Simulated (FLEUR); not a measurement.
Band structure of HoGa2 (P6/mmm, 3 atoms in the cell).

```
CELL_PARAMETERS angstrom
      4.15613     0.00000     0.00000
     -2.07807     3.59931     0.00000
      0.00000     0.00000     4.09168
ATOMIC_POSITIONS crystal
  Ho 0.00000 0.00000 0.00000
  Ga 0.66667 0.33333 0.50000
  Ga 0.33333 0.66667 0.50000
```
Moments meant for the start (each program seeds them in its own way; μB, in the order of the atoms Ho Ga Ga): 4.0 0.0 0.0.

Computed with PBEsol, all-electron FLAPW (FLEUR), scalar-relativistic valence.

Settings: Kmax = 3.8 1/bohr; GmaxXC = 15.2 1/bohr; xcFunctional = PBEs; jspins = 2; l_soc = F; mode = hist; fermiSmearingEnergy = 0.00499791 Htr; mesh (inpgen div1-3) = 8 8 7; inpgen gamma flag = true; Gmax = 15.2 1/bohr; numbands = 0; maxIterBroyd = 15; imix = Anderson; alpha = 0.05.

The starting cell comes from a database of computed structures (which also holds hypothetical and non-ambient phases and stackings), without a prior relaxation at this level. Spin-orbit coupling is off. The f electrons are in the valence without U or exact exchange, which can misplace them near the Fermi level. Spin-orbit terms, which matter for f shells, are left out. Values depend on the basis (sphere radii, cutoffs, local orbitals), which need not be converged.

These are the values that this program gave, and no reference: the default basis lacks the next d shell.

Levels in eV from the Fermi level, bands 22 to 29 of the first spin channel:
```
point     22     23     24     25     26    27    28    29
-----  -----  -----  -----  -----  -----  ----  ----  ----
Γ      -2.68  -0.67  -0.67   0.09   0.11  1.55  3.87  3.87
M      -2.71  -2.71  -1.07  -0.61  -0.37  3.41  3.84  4.12
K      -2.72  -2.71  -2.70   0.64   0.64  2.96  2.96  3.09
A      -2.69  -2.68   1.06   1.06   1.24  1.24  2.27  2.27
L      -2.69  -2.68  -2.07  -1.64  -1.28  2.49  4.36  4.88
H      -2.71  -2.71  -2.63  -1.13  -1.13  2.87  4.75  4.75
```
